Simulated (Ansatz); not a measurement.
A self-consistent single point of CaSe (Fm-3m, 2 atoms in the cell) with Ansatz (an electronic-structure program).

Method of the run: HSE06, PAW files (plane waves; Ansatz).

```yaml
crystal:
  lattice:
    - [0.00000, 2.95747, 2.95747]
    - [2.95747, 0.00000, 2.95747]
    - [2.95747, 2.95747, 0.00000]
  atoms:
    - { symbol: Ca, position: [0.00000, 0.00000, 0.00000] }
    - { symbol: Se, position: [0.50000, 0.50000, 0.50000] }
```

Reference input (self-consistent single point, DFT, HSE06, plane waves, PAW files made with PBE): basis.ecutwfc = 420 eV; kpoints.mp_grid.grid = 5 5 5; hamiltonian.xc = hse06; hamiltonian.pseudopotentials = {kind: paw} (the program's default PAW files); scf.occupations.method = fixed. This run's input differs from it in these lines:

```diff
@@ -18,2 +18,3 @@
   occupations: { method: fixed }
+  mixing: { preconditioner: ldos }
 output:
```

Output, abridged:

```
Error: inconsistent input (scf.mixing.preconditioner, scf.occupations.method): ldos needs the smeared local DOS at the Fermi level to build its model. With no smearing kernel (method: fixed, a smearing width below the step floor, tetrahedron integration, or explicit occupations) the LDOS field is never tabulated. Use a smearing scheme with a finite width, or preconditioner: auto
```

The program stopped before any SCF iteration. 

The starting cell comes from a database of computed structures (which also holds hypothetical and non-ambient phases and stackings), without a prior relaxation at this level. Its lattice was rescaled by a random factor within 2.5 % of one.

Keys are those of Ansatz 0.2.
